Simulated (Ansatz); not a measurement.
Cell and atoms of amorphous Si30N44Hf3:

```xyz
77
Lattice="9.5269 -0.1542 0.0301 -0.1542 9.6017 0.2086 0.0301 0.2086 9.5193" Properties=species:S:1:pos:R:3 pbc="T T T"
Si     3.0968     4.2309     7.6133
Si     3.8378     8.0491     3.8388
Si     0.7984     4.7387     3.0379
Si     7.6500     0.5052     4.6652
Si     1.0887     5.2685     5.9723
Si     5.6604     0.8243     2.3190
Si     5.9430     4.7881     6.1548
Si     3.3763     1.6944     0.2169
Si     2.7519     2.8977     4.9019
Si     1.1610     8.0101     6.7899
Si     7.4979     2.2451     9.5544
Si     7.4408     4.9754     3.4423
Si     3.1314     8.5242     1.5714
Si     0.6431     2.1015     0.5232
Si     1.5937     9.6936     8.5803
Si     3.1830     2.9737     2.2868
Si     8.4292    -0.0455     1.9405
Si     6.6551     9.4780     7.7053
Si     4.7953     4.9939     3.3121
Si     5.3428     2.5678     4.8026
Si     5.4710     4.3781     0.6682
Si     3.9208     0.1682     6.2435
Si     2.6078     5.5883     0.7864
Si     8.8364     7.7158     9.4581
Si     5.4939     2.2737     7.8596
Si     7.0357     6.3869     8.2732
Si     0.1541     4.9256     8.7533
Si     9.4386     2.2728     3.4665
Si     7.7934     7.3617     5.5069
Si     3.6992     6.6009     5.8444
N      6.2478     1.3666     3.9020
N      7.1075     8.9606     6.1303
N      2.9189     0.0289     0.1001
N      8.8790     8.1057     1.4925
N      0.8434     1.5145     8.5078
N      8.5381     6.0507     9.1135
N      4.8104     8.7582     2.4705
N      0.9362     5.7094     4.3631
N      7.0349     0.7769     1.2125
N      8.9130     1.7106     5.0363
N      0.0147     1.4245     1.9996
N      1.6252     3.0612     3.5162
N      9.4018     4.4519     7.0874
N      8.7257     3.8442     3.0752
N      3.8216     1.6118     5.3068
N     -0.0561     7.8697     5.6454
N      0.6192     8.2791     8.4539
N      4.1325     8.3225     5.5316
N      3.6183     7.0421     0.8396
N      3.8331     2.7842     8.2883
N      2.1578     2.6136     0.9593
N      7.0767     8.1218     8.8234
N      3.8578     4.4998     1.5482
N      2.3037     8.4059     3.0843
N      2.0941     3.7621     6.2098
N      6.1367     3.2166     9.3256
N      5.9704     3.0611     6.4124
N      7.5137     1.4220     8.0016
N      2.0060     5.0440     8.8083
N      6.1876     5.2098     2.1202
N      8.9752     3.2689     9.5098
N      2.1945     9.4203     7.0018
N      1.1842     5.6729     1.7080
N      8.1063     9.0646     3.7252
N      6.9612     6.1507     6.5884
N      4.3428     5.2366     6.7146
N      5.6570     5.9087     9.1386
N      4.0536     3.4679     3.8288
N      4.0881     6.3398     4.1005
N      7.8211     6.5120     3.9807
N      2.1168     6.6010     6.5123
N      5.1809     0.5238     7.4689
N      6.1458     4.4119     4.4610
N      4.3594     1.7770     1.7023
Hf     5.7298     7.2187     1.0423
Hf     9.2301     2.3743     7.0519
Hf     0.2691     7.5982     3.4872
```

Computed with PBE, scalar-relativistic without spin-orbit coupling (plane waves to 420 eV, PAW; Ansatz, a quantum-chemistry and plane-wave program).

A CHGNet melt-quench gave the starting glass, which DFT then relaxed. N atoms were pushed apart under 1.9 Å during the dynamics, to hinder bonds among them. The hot cell started wider than the set density and was brought back towards it in steps. It is the lowest in DFT energy of 2 quenches. It is a model cell: composition and starting density were chosen by hand, and all elements were melted together. No dispersion term was used. Its density started from a set value of 3.81 and ended at 3.81 g/cm³. The simulated quench (nominally 380 K/ps over its main leg) is rapid and tends to freeze in more defects than a deposited or slowly cooled glass has. A cell of this size samples the disorder only roughly. The volume was held where the preparation left it and the shape relaxed, at a PBE pressure of 0.9 GPa. Stress components on the final sampling reach 1.1 GPa.

Neighbours within Si-Si 2.60 Å, Si-N 2.26 Å, Si-Hf 2.89 Å, N-N 1.70 Å, N-Hf 2.71 Å, Hf-Hf 3.34 Å count as bonded. Two cations that share two anions don't count as bonded, nor two that share one unless they lie closer than Si-Si 2.38 Å, Si-Hf 2.81 Å, Hf-Hf 3.25 Å.

**Question.** Give the coordination numbers, mean bond lengths and angles.

**Answer.** 
```yaml
Mean coordination of Si by anions: 4.13 (26 with 4, 4 with 5)
Mean coordination of N: 3.18 (1 with 2, 34 with 3, 9 with 4)
Mean coordination of Hf by anions: 5.33 (2 with 5, 1 with 6)
Mean Si-N bond: 1.772 Å (spread 0.079 Å, 124 counted)
Mean N-Hf bond: 2.238 Å (spread 0.130 Å, 16 counted)
Bond angle at Si: mean 108.5°, spread 14.8°
Bond angle at N: mean 114.3°, spread 16.8°
Bond angle at Hf: mean 102.3°, spread 29.7°
```

**Question.** List the pairs of like atoms that count as bonded by the rules above.

**Answer.** There are none by these rules.
